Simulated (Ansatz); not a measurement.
The parent structure is an 8-atom supercell of Sn (space group I4_1/amd, No. 141; a = 5.9470 Å, c = 3.2123 Å) at its relaxed geometry.

The values are results of DFT with PBE, PAW potentials and a 420 eV plane-wave cutoff in Ansatz (an electronic-structure program), scalar-relativistic without spin-orbit coupling, not measurements.

One neutral defect a cell, atoms relaxed at fixed cell.

One change was made to it. Results:

| quantity | base | after |
|---|---|---|
| pressure | 0.1 GPa | -2.3 GPa |
| largest displacement of a host atom from its site in the perfect cell | – | 0.20 Å |

Task: Which change produced these results?
A. Ru on a Sn site, symmetric start
B. Zn on a Sn site
C. Ir on a Sn site, symmetric start

Result: B, Zn on a Sn site. For comparison, the pressure in the other runs: Ru on a Sn site, symmetric start gives -3.1 GPa; Ir on a Sn site, symmetric start gives -3.0 GPa.

In so small a cell the defect repeats every few ångströms: this is an ordered compound, not a dilute defect. Defects with a symmetric start kept the site's symmetry and may sit on a saddle; the others started slightly shaken. The final runs are not spin-polarised.
